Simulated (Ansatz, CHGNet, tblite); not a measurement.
Lattice parameter a of cubic perovskite KZnF3: levels of theory against measurement

Reference value: 4.055 Å (measured, room temperature, no zero-point or thermal correction; as tabulated in Dubrovin et al. (2021), arXiv:2110.13026).

Problem. What do GFN1-xTB, CHGNet-r²SCAN, LDA, PBE, PBE-D3(BJ), r²SCAN+rVV10, Hartree–Fock give, and how far is each from the reference?

Solution. 
```csv
level (code),value (Å),difference (%)
GFN1-xTB (tblite),3.625,-10.6
CHGNet-r²SCAN (CHGNet),4.048,-0.17
LDA (Ansatz),3.973,-2.02
PBE (Ansatz),4.128,+1.80
PBE-D3(BJ) (Ansatz),4.096,+1.01
r²SCAN+rVV10 (Ansatz),4.028,-0.67
Hartree–Fock (Ansatz),4.096,+1.01
```

The reference is not for a static lattice or low temperature, so close values are not ranked against it. Off by more than 1.25 % (a bound picked here): GFN1-xTB (-10.6 %), LDA (-2.02 %), PBE (+1.80 %).

The reference has no zero-point or thermal correction, while the calculations are for a static lattice, so the differences are not the levels' errors alone. A static lattice is as a rule a little smaller than the measured one.  GFN1-xTB: the cell moved over 20 % in volume from its start. GFN1-xTB: the method was fitted mainly to molecules. GFN1-xTB: the run uses a supercell at the zone centre in place of a k mesh. GFN1-xTB, CHGNet-r²SCAN, LDA, PBE, PBE-D3(BJ), r²SCAN+rVV10, Hartree–Fock: the relaxation could not lower the start's symmetry, so the cell can be a saddle point above a distorted one. Cutoffs and k meshes differ between the levels. Ansatz's density-functional and Hartree–Fock values are scalar-relativistic unless marked +SOC, with PAW data made under PBE.

Machine-learned potentials (CHGNet-r²SCAN) are trained on DFT data, which may include these solids.

Differences are worked out from the printed values.

Ansatz is a quantum-chemistry and plane-wave program.
